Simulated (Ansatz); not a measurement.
Band structure of LaPb3 (Pm-3m, 4 atoms in the cell).

```xyz
4
Lattice="4.9295 0.0000 0.0000 0.0000 4.9295 0.0000 0.0000 0.0000 4.9295" Properties=species:S:1:pos:R:3 pbc="T T T"
La     0.0000     0.0000     0.0000
Pb     0.0000     2.4648     2.4648
Pb     2.4648     0.0000     2.4648
Pb     2.4648     2.4648     0.0000
```

Method: LDA (PW92), PAW files made with PBE (plane waves; Ansatz, a program for electronic structure).

Settings: kpoints.mp_grid.grid = 7 7 7; hamiltonian.xc = lda; hamiltonian.pseudopotentials = {kind: paw} (the program's default PAW files); scf.occupations.method = gaussian; scf.occupations.width = 0.136 eV; kpoints.band_path.npoints = 8.

The starting cell comes from a database of computed structures (which also holds hypothetical and non-ambient phases and stackings), without a prior relaxation at this level. Its lattice was rescaled by a random factor within 2.5 % of one. Spin-orbit coupling is off.

Levels in eV from the Fermi level, bands 23 to 30:
```json
[
 {"point": "Γ", "23": "-2.32", "24": "-2.32", "25": "-2.32", "26": "0.73", "27": "0.73", "28": "0.73", "29": "1.53", "30": "1.53"},
 {"point": "X", "23": "-2.33", "24": "-2.33", "25": "-1.66", "26": "-0.30", "27": "0.10", "28": "0.10", "29": "0.82", "30": "1.55"},
 {"point": "M", "23": "-3.86", "24": "-1.26", "25": "-1.26", "26": "-1.06", "27": "0.23", "28": "0.32", "29": "0.32", "30": "1.54"},
 {"point": "R", "23": "-4.26", "24": "-2.52", "25": "-2.52", "26": "-2.52", "27": "1.45", "28": "1.45", "29": "1.45", "30": "1.56"}
]
```

Bands cross the Fermi level along this path, so the cell is metallic at this level.

Keys are those of Ansatz 0.2.
